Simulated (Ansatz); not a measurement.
We consider L1₂ (Cu3Au-type) Ni3Fe, described by PBE-D4 in Ansatz (plane waves, PAW).

Run with plane-wave cutoff 520 eV, 16×16×16 k mesh, Fermi–Dirac smearing 0.05 eV, spin-polarised with parallel moments, scalar-relativistic PAW data made under PBE.

Pressure at four volumes; x = ln(V/10.816 Å³). One pressure is withheld.

```
V (Å³/atom)        x  P (GPa)
-----------  -------  -------
10.167       -0.0619    15.19
10.816        0.0000    -0.01
11.249        0.0393    -7.59
11.465        0.0583        ?
```

Question: Pass a parabola P(x) through the three rows shown, estimate the bulk modulus and its pressure derivative near zero pressure, and predict the withheld pressure.

Answer: Slopes between the rows: (-0.01 − (15.19))/(0.0000 − (-0.0619)) = -245.56 and (-7.59 − (-0.01))/(0.0393 − (0.0000)) = -192.88 GPa. Their difference over the span 0.1012 is c = 52.68/0.1012 = 520.6 GPa, so P(x) = 15.19 + (-245.56)(x − (-0.0619)) + 520.6 (x − (-0.0619))(x − (0.0000)). At the middle row B = −dP/dx = −[-245.56 + 520.6 × 0.0619] = 213.3 GPa, and B′ = dB/dP = 2c/B = 4.9. At x = 0.0583 the parabola gives -10.68 GPa; the run gives -10.76 GPa. The Birch–Murnaghan fit to the energies at all volumes has B0 = 212 GPa and B′ = 4.8.

Ansatz is a first-principles code.
